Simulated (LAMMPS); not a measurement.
Molecular dynamics of a free-standing liquid film of NiAl, 2430 atoms, at 2180 K.

Model: classical MD, pair style eam/alloy, file NiAlH_jea.eam.alloy, run in LAMMPS.

Problem. Give the number density in the middle, the excess potential energy of the surface, the surface tension as this potential yields it.

Solution. number density in the middle: 0.0664 Å⁻³; excess potential energy of the surface: 1.1 J/m²; surface tension: 1.07 ± 0.02 N/m.
